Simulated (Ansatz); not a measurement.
Consider BaAg2GeS4 (space group I-42m, No. 121; a = 6.7264 Å, c = 8.0504 Å).

Calculations: PBEsol (Ansatz, an electronic-structure program, PAW, without spin-orbit coupling).

Strains are applied to the cell and any free atomic positions relax.

One change was made to it. Results:

```json
[
 {"quantity": "electron mass", "base": "0.26 mₑ along c, 0.18 mₑ across (at Γ)", "after": "0.28 mₑ along c, 0.19 mₑ across (at Γ)"},
 {"quantity": "pressure (mean of the normal stresses, compression positive)", "base": "0.00 GPa", "after": "4.79 GPa"},
 {"quantity": "mean gap deformation potential ΔEg/Δln V", "base": "–", "after": "-2.1 eV"}
]
```

### Question
Which change produced these results?
A. isotropic strain −2.25 %
B. isotropic strain −0.75 %
C. isotropic strain −3.00 %
D. isotropic strain −1.50 %

### Answer
A, isotropic strain −2.25 %. For comparison, the electron mass in the other runs: isotropic strain −3.00 % gives 0.29 mₑ along c, 0.19 mₑ across (at Γ); isotropic strain −1.50 % gives 0.28 mₑ along c, 0.18 mₑ across (at Γ); isotropic strain −0.75 % gives 0.27 mₑ along c, 0.18 mₑ across (at Γ).

Effective masses come from finite differences of ±0.01 Å⁻¹. No phonon test of stability was made.
